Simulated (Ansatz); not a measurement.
AlN: pressure series

Start from AlN in the wurtzite structure (space group P6_3mc, No. 186; a = 3.1303 Å, c = 5.0180 Å).

Cell and atoms are relaxed at each pressure.

Calculations: PBE (Ansatz, a program for electronic structure, PAW, spin-orbit coupling left out).

Candidates:
(a) pressure 9 GPa
(b) pressure 22.5 GPa
(c) pressure 4.5 GPa

For the base:

- Band gap = 4.03 eV

Problem. Order them by band gap, highest first.

Solution. (b) pressure 22.5 GPa (4.84 eV), (a) pressure 9 GPa (4.39 eV), (c) pressure 4.5 GPa (4.22 eV)

Load acts through the strain it causes; cell and atoms are relaxed under it. Whether these cells are dynamically stable was not tested. Measured, AlN leaves this structure (for rock salt) near 14 GPa (temperature not stated; as listed in Datta, Sujoy, Jana, Debnarayan, arXiv (2020)), on rising pressure, with hysteresis.
